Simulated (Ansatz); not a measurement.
Where the default PAW files enter, the runs use the earlier of Ansatz's two default sets.

Tunnelling through a barrier is set by its complex band structure: the current falls as exp(−2κd) with the smallest κ.

Data:

```
CELL_PARAMETERS angstrom
      7.32502     0.00000     0.00000
      2.37823     6.92820     0.00000
      1.64893    -4.05278     2.23896
ATOMIC_POSITIONS crystal
  Si 0.46891 0.53109 0.06218
  Si 0.53109 0.80224 0.80224
  Si 0.00000 0.66667 0.13558
  O  0.73078 0.05411 0.46750
  O  0.41339 0.70483 0.56066
  O  0.85583 0.59573 0.32651
  O  0.58661 0.62850 0.89772
  O  0.14417 0.73761 0.32422
  O  0.26922 0.27922 0.42339
```

Space group of this cell: P3_121. The cell is taken as given.

Transport runs along the normal of the first two printed cell vectors, the (111) plane of the conventional cell.

No gap correction and no spin-orbit coupling; mid-gap values are interpolated between computed energies.

**Question.** Estimate the band gap and the smallest decay constant κ at mid-gap that r2SCAN run with Ansatz (a program for electronic structure) returns for this system.

**Answer.** Gap 6.61 eV on a 14×14×14 mesh; κ = 0.500 1/Å, at the zone centre.
